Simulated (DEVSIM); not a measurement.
Structure: Ni/SiO2/p-Si capacitor, at 300 K.

```tsv
layer (left to right)	material	thickness (nm)	Na (cm⁻³)
1	SiO2	8.70	-
2	Si	920	3.9e17
```

Metal gate on the left, work function 5.1 eV. Fixed charge at the semiconductor interface 0 cm⁻² (in units of +e); no interface traps.

This is a model device: material constants are rounded textbook-type values typed into the input, and sizes, dopings and lifetimes were drawn at random. Values at 300 K.

| parameter | SiO2 | Si |
|---|---|---|
| gap (eV) | 9 | 1.124 |
| affinity (eV) | 0.9 | 4.05 |
| permittivity | 3.9 | 11.7 |
| Nc (cm⁻³) | - | 2.86e19 |
| Nv (cm⁻³) | - | 3.1e19 |

Simulated with DEVSIM: 1D Poisson equation in equilibrium, Boltzmann statistics, complete ionisation; no quantum confinement or tunnelling. Metal contacts follow the ideal Schottky-Mott rule: no Fermi-level pinning, no interface dipoles.

Q: Tabulate band edges, carrier densities and field at 1.0 V on the gate.

A: Energies count from the Fermi level of the right contact; mesh points crowd at the junctions.

```json
[
 {"x (μm)": "0.000", "Ec (eV)": "3.200", "Ev (eV)": "-5.800", "n (cm⁻³)": "< 1e2", "p (cm⁻³)": "< 1e2", "field (V/cm)": "640000"},
 {"x (μm)": "0.001022", "Ec (eV)": "3.265", "Ev (eV)": "-5.735", "n (cm⁻³)": "< 1e2", "p (cm⁻³)": "< 1e2", "field (V/cm)": "640000"},
 {"x (μm)": "0.002694", "Ec (eV)": "3.373", "Ev (eV)": "-5.627", "n (cm⁻³)": "< 1e2", "p (cm⁻³)": "< 1e2", "field (V/cm)": "640000"},
 {"x (μm)": "0.005169", "Ec (eV)": "3.531", "Ev (eV)": "-5.469", "n (cm⁻³)": "< 1e2", "p (cm⁻³)": "< 1e2", "field (V/cm)": "640000"},
 {"x (μm)": "0.007665", "Ec (eV)": "3.691", "Ev (eV)": "-5.309", "n (cm⁻³)": "< 1e2", "p (cm⁻³)": "< 1e2", "field (V/cm)": "640000"},
 {"x (μm)": "0.008691", "Ec (eV)": "3.757", "Ev (eV)": "-5.243", "n (cm⁻³)": "< 1e2", "p (cm⁻³)": "< 1e2", "field (V/cm)": "460000"},
 {"x (μm)": "0.009748", "Ec (eV)": "0.629", "Ev (eV)": "-0.495", "n (cm⁻³)": "7.7e8", "p (cm⁻³)": "1.5e11", "field (V/cm)": "210000"},
 {"x (μm)": "0.01305", "Ec (eV)": "0.694", "Ev (eV)": "-0.430", "n (cm⁻³)": "6.2e7", "p (cm⁻³)": "1.9e12", "field (V/cm)": "190000"},
 {"x (μm)": "0.01837", "Ec (eV)": "0.785", "Ev (eV)": "-0.339", "n (cm⁻³)": "1800000", "p (cm⁻³)": "6.4e13", "field (V/cm)": "160000"},
 {"x (μm)": "0.02884", "Ec (eV)": "0.915", "Ev (eV)": "-0.209", "n (cm⁻³)": "12000", "p (cm⁻³)": "9.6e15", "field (V/cm)": "92000"},
 {"x (μm)": "0.04944", "Ec (eV)": "1.004", "Ev (eV)": "-0.120", "n (cm⁻³)": "390", "p (cm⁻³)": "3.0e17", "field (V/cm)": "11000"},
 {"x (μm)": "0.1119", "Ec (eV)": "1.011", "Ev (eV)": "-0.113", "n (cm⁻³)": "300", "p (cm⁻³)": "3.9e17", "field (V/cm)": "≈ 0"},
 {"x (μm)": "0.2129", "Ec (eV)": "1.011", "Ev (eV)": "-0.113", "n (cm⁻³)": "300", "p (cm⁻³)": "3.9e17", "field (V/cm)": "≈ 0"},
 {"x (μm)": "0.4113", "Ec (eV)": "1.011", "Ev (eV)": "-0.113", "n (cm⁻³)": "300", "p (cm⁻³)": "3.9e17", "field (V/cm)": "≈ 0"},
 {"x (μm)": "0.7180", "Ec (eV)": "1.011", "Ev (eV)": "-0.113", "n (cm⁻³)": "300", "p (cm⁻³)": "3.9e17", "field (V/cm)": "≈ 0"},
 {"x (μm)": "0.8221", "Ec (eV)": "1.011", "Ev (eV)": "-0.113", "n (cm⁻³)": "300", "p (cm⁻³)": "3.9e17", "field (V/cm)": "≈ 0"},
 {"x (μm)": "0.8751", "Ec (eV)": "1.011", "Ev (eV)": "-0.113", "n (cm⁻³)": "300", "p (cm⁻³)": "3.9e17", "field (V/cm)": "≈ 0"},
 {"x (μm)": "0.9020", "Ec (eV)": "1.011", "Ev (eV)": "-0.113", "n (cm⁻³)": "300", "p (cm⁻³)": "3.9e17", "field (V/cm)": "≈ 0"},
 {"x (μm)": "0.9187", "Ec (eV)": "1.011", "Ev (eV)": "-0.113", "n (cm⁻³)": "300", "p (cm⁻³)": "3.9e17", "field (V/cm)": "≈ 0"},
 {"x (μm)": "0.9242", "Ec (eV)": "1.011", "Ev (eV)": "-0.113", "n (cm⁻³)": "300", "p (cm⁻³)": "3.9e17", "field (V/cm)": "≈ 0"},
 {"x (μm)": "0.9270", "Ec (eV)": "1.011", "Ev (eV)": "-0.113", "n (cm⁻³)": "300", "p (cm⁻³)": "3.9e17", "field (V/cm)": "≈ 0"},
 {"x (μm)": "0.9287", "Ec (eV)": "1.011", "Ev (eV)": "-0.113", "n (cm⁻³)": "300", "p (cm⁻³)": "3.9e17", "field (V/cm)": "≈ 0"}
]
```
